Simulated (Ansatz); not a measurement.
The starting structures come from a database of crystals and need not be the phases stable at ambient conditions.

Tunnelling through a barrier is set by its complex band structure: the current falls as exp(−2κd) with the smallest κ.

```xyz
10
Lattice="5.5398 0.0000 0.0000 0.0000 7.8533 0.0000 2.7699 3.9267 2.7970" Properties=species:S:1:pos:R:3 pbc="T T T"
La     5.5398     1.9633     0.0487
La     2.7699     9.8167     2.7482
Ga     2.7699     0.0000     0.0000
Ga     2.7699     3.9267     0.0000
O      1.3849     8.2088     1.3985
O      1.3849     3.5712     1.3985
O      4.1548     3.5712     1.3985
O      4.1548     8.2088     1.3985
O      5.5398     5.8900     2.3403
O      2.7699     5.8900     0.4566
```

Space group of this cell: Imma. The cell is taken as given; by r2SCAN its mean pressure is -4.8 GPa.

Transport runs along the normal of the first two printed cell vectors.

No gap correction and no spin-orbit coupling; mid-gap values are interpolated between computed energies.

### Question
Compute, with r2SCAN (Ansatz, an electronic-structure program), the band gap and the smallest decay constant κ at mid-gap.

### Answer
Gap 3.86 eV on a 12×12×12 mesh; κ = 0.360 1/Å, at the zone centre.
